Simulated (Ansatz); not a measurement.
A computed series for SiS2: carrier doping

Base system: SiS2 (space group Ibam, No. 72; a = 5.803 Å, b = 9.892 Å, c = 5.546 Å; made of chains).

Carriers are added at fixed cell with a uniform background; the Fermi–Dirac width is that of 300 K.

All numbers come from DFT with r2SCAN, PAW potentials and a 500 eV plane-wave cutoff in Ansatz (an electronic-structure program), no spin-orbit coupling.

Candidates:
(a) holes 3.0×10^21 cm⁻³
(b) electrons 1.0×10^22 cm⁻³
(c) electrons 2.0×10^21 cm⁻³

Notes on the quantities. Fermi level from band edge: Fermi level relative to the doped band's edge (positive inside the band; to 0.05 eV).

Problem. Order them by Fermi level from band edge, lowest first.

Solution. (a) holes 3.0×10^21 cm⁻³ (+0.20 eV), (c) electrons 2.0×10^21 cm⁻³ (+0.35 eV), (b) electrons 1.0×10^22 cm⁻³ (+0.80 eV)

Carriers are added with a uniform compensating background; total energy and stress of such cells depend on the potential's zero and are not compared; many-body gap narrowing is missing at this level. Stability against distortions was not tested. No dispersion term is included, though the crystal is made of layers, chains or molecules, so its spacings can come out too wide.
